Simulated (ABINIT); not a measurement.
A self-consistent single point of a sheet of PtSe2 (3 atoms in the cell) with ABINIT.

Method: PBE, PAW (JTH v2.0 PBE PAW) (plane waves; ABINIT).

The change in words: lattice scaled in the plane by 0.98. Reference geometry:
```yaml
crystal:
  lattice:
    - [3.61926, 0.00000, 0.00000]
    - [-1.80963, 3.13437, 0.00000]
    - [0.00000, 0.00000, 16.98204]
  atoms:
    - { symbol: Pt, position: [0.00000, 0.00000, 0.50000] }
    - { symbol: Se, position: [0.33333, 0.66667, 0.58780] }
    - { symbol: Se, position: [0.66667, 0.33333, 0.41220] }
```

Reference input (self-consistent single point, DFT, PBE, plane waves, PAW (JTH v2.0 PBE PAW)): pseudos = [Pt.GGA_PBE-JTH.xml, Se.GGA_PBE-JTH.xml]; ecut = 21 Ha; pawecutdg = 42 Ha; pawxcdev = 0; ixc = 11; occopt = 7; tsmear = 0.00499791 Ha; ngkpt = 9 9 1; nshiftk = 1; shiftk = 0 0 0; potentials = JTH v2.0 PBE PAW; nband = 16. This run's input differs from it in these lines:

```diff
@@ -3,6 +3,6 @@
 pseudos "Pt.GGA_PBE-JTH.xml, Se.GGA_PBE-JTH.xml"
-acell 3.6192562085 3.6192562085 16.9820380000 Angstrom
+acell 3.5468713522 3.5468713522 16.9820380000 Angstrom
 rprim
-         1.0000000000   -0.0000000134    0.0000000000
-        -0.4999999884    0.8660254105    0.0000000000
+         1.0000000000   -0.0000000935    0.0000000000
+        -0.4999999190    0.8660254505    0.0000000000
          0.0000000000    0.0000000000    1.0000000000
@@ -14,4 +14,4 @@
          0.0000000000    0.0000000000   16.0457004290
-         0.0000000528    3.9487311683   18.8633254243
-         3.4197015309    1.9743655384   13.2280754337
+         0.0000003619    3.8697568372   18.8633254243
+         3.3513079084    1.9348781052   13.2280754337
 ecut 21
```

Output, abridged:

```
--- !BeginCycle
solver: {iscf: 17, nstep: 60, nline: 4, wfoptalg: 10, }
tolerances: {tolvrs: 1.00E-08, }
...

     iter   Etot(hartree)      deltaE(h)  residm     nres2
 ETOT  1  -46.154728073332    -4.615E+01 2.750E-02 1.752E+01
 ETOT  2  -46.336940820834    -1.822E-01 3.983E-03 2.507E+01
 ETOT  3  -46.189651983308     1.473E-01 6.522E-03 2.408E+00
 ETOT  4  -46.211365923391    -2.171E-02 5.672E-04 6.707E-01
 ETOT  5  -46.211340605761     2.532E-05 2.768E-04 4.241E-01
   [... 29 lines left out ...]
 ETOT 35  -46.211147807865    -1.997E-06 5.219E-06 4.616E-07
 ETOT 36  -46.211148658385    -8.505E-07 5.181E-06 1.732E-07
 ETOT 37  -46.211149033462    -3.751E-07 5.669E-06 1.819E-08
 ETOT 38  -46.211149095554    -6.209E-08 1.828E-06 6.502E-09
 At SCF step   38       nres2   =  6.50E-09 < tolvrs=  1.00E-08 =>converged.

 Cartesian components of stress tensor (hartree/bohr^3)
  sigma(1 1)= -6.76331281E-05  sigma(3 2)=  0.00000000E+00
  sigma(2 2)= -6.76331280E-05  sigma(3 1)=  0.00000000E+00
  sigma(3 3)=  5.95211693E-05  sigma(2 1)= -3.88271203E-14

 ----iterations are completed or convergence reached----

 reduced coordinates (array xred) for    3 atoms
       0.000000000000      0.000000000000      0.499999997815
       0.333333333333      0.666666666667      0.587799997430
       0.666666666667      0.333333333333      0.412199998199
 cartesian forces (eV/Angstrom) at end:
    1      0.00000000000000    -0.00000000000000    -0.00000000000000
    2     -0.00000000000000    -0.00000000000000    -0.66718663375413
   [... lines left out ...]
 Fermi (or HOMO) energy (hartree) =  -0.07413   Average Vxc (hartree)=  -0.15843
   [... lines left out ...]
'-kT*entropy'       : -6.72804470704743E-07
total_energy        : -4.62110811332842E+01
total_energy_eV     : -1.25746746730340E+03
...

-Cartesian components of stress tensor (GPa)         [Pressure=  7.4283E-01 GPa]
- sigma(1 1)= -1.98983499E+00  sigma(3 2)=  0.00000000E+00
- sigma(2 2)= -1.98983499E+00  sigma(3 1)=  0.00000000E+00
- sigma(3 3)=  1.75117296E+00  sigma(2 1)= -1.14233313E-09

 Calculation completed.
```

The run converged in 38 iterations. Against the reference run the free energy rises by 16.4 meV/atom, the largest force goes from 1.110 to 0.667 eV/Å and the gap on the mesh goes from 0.804 to 0.692 eV.

The starting cell was generated: these elements placed on a structure prototype, without a prior relaxation; it need not be a known phase or ordering of this composition. Its lattice was rescaled in the plane by a random factor within 2.5 % of one. For this run, on top of that: lattice scaled in the plane by 0.98. Spin-orbit coupling is off.

Cost on one core of a shared machine: roughly 4 min.
